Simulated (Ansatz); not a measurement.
Worked example: self-consistent single point of LuP (I4mm, 2 atoms in the cell) in Ansatz (a first-principles code).

Level of theory: LDA (PW92), default PAW files made with PBE (plane waves; Ansatz).

```xyz
2
Lattice="0.0000 2.7480 2.7480 2.7480 0.0000 2.7480 2.7480 2.7480 0.0000" Properties=species:S:1:pos:R:3 pbc="T T T"
Lu     0.0000     0.0000     0.0500
P      2.7480     2.7480     2.7480
```

Reference input (self-consistent single point, DFT, LDA (PW92), plane waves, default PAW files made with PBE): basis.ecutwfc = 420 eV; kpoints.mp_grid.grid = 10 10 10; hamiltonian.xc = lda; hamiltonian.pseudopotentials = {kind: paw} (the program's default PAW files); scf.occupations.method = fermi_dirac; scf.occupations.width = 0.1 eV. This run's input differs from it in these lines:

Ansatz 0.2 input:
```diff
@@ -10,3 +10,3 @@
 basis:
-  ecutwfc: 420.0
+  ecutwfc: 335.0
 kpoints:
```

Output, abridged:

```
SCF iter   1: F=—  HF=-15222.167672 eV  |F-HF|=—  |Δ(HF+E_count)|=         —  Δρ=4.83e-3  dr2=9.78e-3  ethr=1.77e-3  ⟨swp⟩=6.5  Hψ=9748  notcnv=0
all-band conjugate gradients solve this SCF's bands
preconditioner: auto → Kerker (q_TF=auto, 2.585 Å⁻¹)
SCF iter   2: F=—  HF=-15222.166105 eV  |F-HF|=—  |Δ(HF+E_count)|=   1.57e-3  Δρ=2.97e-3  dr2=3.30e-3  ethr=3.26e-5  ⟨swp⟩=2.5  Hψ=4036  notcnv=0
SCF iter   3: F=—  HF=-15222.165745 eV  |F-HF|=—  |Δ(HF+E_count)|=   3.60e-4  Δρ=1.61e-3  dr2=1.17e-3  ethr=1.10e-5  ⟨swp⟩=2.7  Hψ=3664  notcnv=0
SCF iter   4: F=—  HF=-15222.165055 eV  |F-HF|=—  |Δ(HF+E_count)|=   6.90e-4  Δρ=3.31e-4  dr2=3.48e-5  ethr=3.91e-6  ⟨swp⟩=2.2  Hψ=3357  notcnv=0
SCF iter   5: F=—  HF=-15222.165072 eV  |F-HF|=—  |Δ(HF+E_count)|=   1.72e-5  Δρ=5.51e-5  dr2=8.37e-7  ethr=1.16e-7  ⟨swp⟩=2.6  Hψ=3848  notcnv=0
SCF iter   6: F=—  HF=-15222.165072 eV  |F-HF|=—  |Δ(HF+E_count)|=   6.05e-8  Δρ=1.47e-5  dr2=1.26e-7  ethr=3.33e-10  ⟨swp⟩=11.1  Hψ=14122  notcnv=0
SCF iter   7: F=-15222.165072 eV  HF=-15222.165072 eV  |F-HF|=2.30e-8  |Δ(HF+E_count)|=   1.90e-8  Δρ=6.71e-6  dr2=2.48e-8  ethr=3.33e-10  ⟨swp⟩=5.8  Hψ=8664  notcnv=0
SCF 1 converged in 7 iterations: F = -15222.165072 eV  dr2 = 2.48e-8
Free energy (F): -15222.165072 eV
Internal energy: -15222.156387 eV  (E = F + TS)
E sigma→0 (E₀):  -15222.160730 eV
Entropy (-TS):   -0.008685 eV (-4.343 meV/atom)
Fermi energy:    12.480007 eV
--- Forces (eV/Å), atoms counted from 1 ---
  atom   1  Lu     0.00000000     0.00000000    -0.27973177
  atom   2  P     -0.00000000    -0.00000000     0.27973368
--- Stress (GPa, compression-positive) ---
       -5.204880       0.000000       0.000000
        0.000000      -5.204880       0.000000
        0.000000       0.000000      -4.882598
  P = ⅓ Tr σ = -5.0975 GPa (-50.975 kbar)
  The stress holds the Pulay correction. Without it, at fixed plane waves, as pw.x and ABINIT print it: P = -5.7307 GPa
```

The run converged in 7 iterations. Against the reference run the free energy rises by 9.6 meV/atom, the pressure hardly changes (-5.16 to -5.10 GPa) and the largest force hardly changes (0.277 to 0.280 eV/Å).

The starting cell comes from a database of computed structures (which also holds hypothetical and non-ambient phases and stackings), without a prior relaxation at this level. Its lattice was rescaled by up to half a per cent. One atom was moved a little off its site on purpose. Ansatz's pressure includes its estimate of the finite-basis (Pulay) stress. Without the estimate this run gives -5.73 GPa. The cutoff lies below the one recommended for these files. The run gives no clean gap (levels at the Fermi energy touch, overlap or are partly filled at this smearing), which alone does not show that the compound is a metal.
